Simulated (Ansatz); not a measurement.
Functionals compared on the (31-43) surface of hcp Ru in its 1x1 cell, outermost plane spacing 0.10 Å in the ideal cut, in Ansatz (plane waves, PAW). The structure was relaxed with PBE; the other rows are single points on it, each with its references at the same level. Cutoff 420 eV (500 eV for r2SCAN).

Slab: 36 atoms, 10.2 Å thick at the start (thin: gaps and levels are the slab's own); k 8x4x1, smearing 0.1 eV, dipole-corrected; all atoms relaxed; start symmetry kept, larger cells not searched; no spin, no spin-orbit, no U. These notes are the PBE run's.

```json
[
 {"functional": "PBE", "surface energy (J/m²)": "3.19", "work function of the top face (eV)": "4.64", "rough cost of the single point": "–"},
 {"functional": "LDA", "surface energy (J/m²)": "3.82", "work function of the top face (eV)": "4.99", "rough cost of the single point": "about 14 core-minutes (a rough figure)"},
 {"functional": "PBEsol", "surface energy (J/m²)": "?", "work function of the top face (eV)": "?", "rough cost of the single point": "around 13 core-minutes (rough)"},
 {"functional": "RPBE", "surface energy (J/m²)": "2.93", "work function of the top face (eV)": "4.47", "rough cost of the single point": "around 12 core-minutes (rough)"},
 {"functional": "r2SCAN", "surface energy (J/m²)": "3.43", "work function of the top face (eV)": "4.63", "rough cost of the single point": "roughly 23 core-minutes"}
]
```

**Question.** Fill in the missing entries.

**Answer.** 
- PBEsol, surface energy (J/m²): 3.64
- PBEsol, work function of the top face (eV): 4.75

Ansatz is a first-principles code.
